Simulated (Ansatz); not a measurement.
Cells marked so need not be the phases stable at ambient conditions, and some may be hypothetical.

 Where the default PAW files enter, the runs use the earlier of Ansatz's two default sets.

The gap is the functional's own. No spin-orbit coupling. Mid-gap values are interpolated on the energy grid.

A. CsCaF3 (Pm-3m, cubic perovskite, not sure to be the ambient phase, 5 atoms a cell, 18.5 Å³ an atom), along the normal of (110)
B. ZnSnP$_{2}$ (I-42d, chalcopyrite, not sure to be the ambient phase, 8 atoms a cell, 22.6 Å³ an atom), along the normal of (110)
C. ZnS (P6_3mc, 8 atoms a cell, 19.6 Å³ an atom), along the normal of (100)

**Question.** Order them by mid-gap decay constant of the slowest evanescent state (lowest first) at the level r2SCAN in Ansatz (a quantum-chemistry and plane-wave program).

**Answer.** B (0.08 1/Å), C (0.18 1/Å), A (0.49 1/Å)
